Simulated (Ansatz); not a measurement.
# Ga2O3, response to strain

The reference is Ga$_{2}$O$_{3}$ in the corundum structure (space group R-3c, No. 167; a = 4.950 Å, c = 13.306 Å (hexagonal axes)). Axes: x lies along a and z along c of the hexagonal cell.

Strains are applied to the cell and any free atomic positions relax.

Level of theory: DFT with LDA, PAW potentials and a 420 eV plane-wave cutoff in Ansatz (a program for electronic structure), spin-orbit coupling left out.

Notes on the quantities. energy relative to the base: free energy F.

```
variant                         shortest interatomic distance  energy relative to the base  smallest direct gap
------------------------------  -----------------------------  ---------------------------  -------------------
base                                                  1.911 Å                   0 meV/atom              3.31 eV
uniaxial strain ε_xx = +0.75 %                        1.913 Å                +0.7 meV/atom              3.21 eV
uniaxial strain ε_xx = +1.50 %                        1.915 Å                +2.7 meV/atom              3.11 eV
uniaxial strain ε_xx = +2.25 %                        1.917 Å                +5.9 meV/atom              3.00 eV
uniaxial strain ε_xx = +3.00 %                        1.918 Å                 +10 meV/atom              2.89 eV
```

Gaps are Kohn–Sham eigenvalue differences; semilocal functionals usually give less than the measured gap. Stability against distortions was not tested.
